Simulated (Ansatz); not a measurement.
The starting structures come from a database of crystals and need not be the phases stable at ambient conditions.

By PBEsol, the system below comes out a metal.

The ballistic (Sharvin) conductance counts the channels at the Fermi level: G/A = (e²/h) × channels of both spins per area.

```yaml
crystal:
  lattice:
    - [3.08334, 0.00000, 0.00000]
    - [0.00000, 4.36050, 0.00000]
    - [0.00000, 2.18025, 2.11484]
  atoms:
    - { symbol: Sb, position: [0.00000, 0.00000, 0.00000] }
```

The cell is strained (lengths along the current scaled by 0.97, ions clamped); by PBEsol it stands under a pressure of 0.6 GPa.

The current flows along the normal of the first two printed cell vectors. No spin-orbit coupling; the value is a mean over 0.1 eV about the Fermi level.

Problem. Give the ballistic conductance per area that PBEsol in Ansatz (a quantum-chemistry and plane-wave program) yields.

Solution. 1.1 × 10¹⁵ S/m² for both spins.
